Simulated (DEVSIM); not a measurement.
Structure: Ti/Si3N4/n-Si capacitor, at 250 K.

Layer 1 from the left is Si3N4, thickness (nm) 13.0. Layer 2 from the left is Si, thickness (nm) 10000, Nd (cm⁻³) 3.3e15.

Metal gate on the left, work function 4.33 eV. Fixed charge at the semiconductor interface 0 cm⁻² (in units of +e); no interface traps.

The device is made up for the run: typed textbook-type constants, with dimensions and the other settings drawn at random. Values at 300 K; Nc and Nv go as T^1.5, mobilities as T to minus their exponent, the gap by Varshni's rule with the affinity fixed.

Si3N4: gap (eV) 5.1, affinity (eV) 2.1, permittivity 7.5. Si: gap (eV) 1.124, affinity (eV) 4.05, permittivity 11.7, Nc (cm⁻³) 2.86e19, Nv (cm⁻³) 3.1e19, Varshni α (eV/K) 0.000473, Varshni β (K) 636.

Task: Estimate by hand the flat-band voltage, the threshold voltage, and compare with a numerical solution.

Result: 
- Flat-band voltage: C = 0.511 μF/cm², work-function difference 0.091 V; VFB = φms − qNf/C = 0.09 V; numerical 0.09 V.
- Threshold voltage: φF = 0.378 V, depletion charge √(4εqNφF) = 2.88e-8 C/cm²; VT = VFB − 2φF − Qd/C = -0.72 V; numerical -0.72 V.

Simulated with DEVSIM: 1D Poisson equation in equilibrium, Boltzmann statistics, complete ionisation; no quantum confinement or tunnelling. Metal contacts follow the ideal Schottky-Mott rule: no Fermi-level pinning, no interface dipoles.
